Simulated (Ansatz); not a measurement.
# CdS, response to strain

The parent structure is CdS in the wurtzite structure (space group P6_3mc, No. 186).

```
CELL_PARAMETERS angstrom
      4.12436     0.00000     0.00000
     -2.06218     3.57180     0.00000
      0.00000     0.00000     6.70817
ATOMIC_POSITIONS crystal
  Cd 0.33333 0.66667 0.00017
  Cd 0.66667 0.33333 0.50017
  S  0.33333 0.66667 0.37683
  S  0.66667 0.33333 0.87683
```

Cartesian axes are those of the cell as printed.

Strains are applied to the cell and any free atomic positions relax.

All numbers come from Ansatz (a program for electronic structure), PBEsol, PAW, cutoff 420 eV, no SOC.

Notes on the quantities. energy relative to the base: free energy F.

| uniaxial strain ε_zz (%) | energy relative to the base (meV/atom) |
|---|---|
| 0 | 0.0 |
| 0.6 | ? |
| 1.2 | 1.0 |
| 1.8 | 2.3 |
| 2.4 | 4.1 |
| 3 | 6.4 |

Problem. Fit ΔE = Aε² + Bε³ (ε in %) to the rows shown and predict the withheld row.

Solution. Least squares on the printed values gives A = 0.704 and B = 0.0024 meV/atom (largest residual 0.0 meV/atom); this predicts 0.3 meV/atom, and the run gives 0.2 meV/atom, in agreement.

Stability against distortions was not tested.
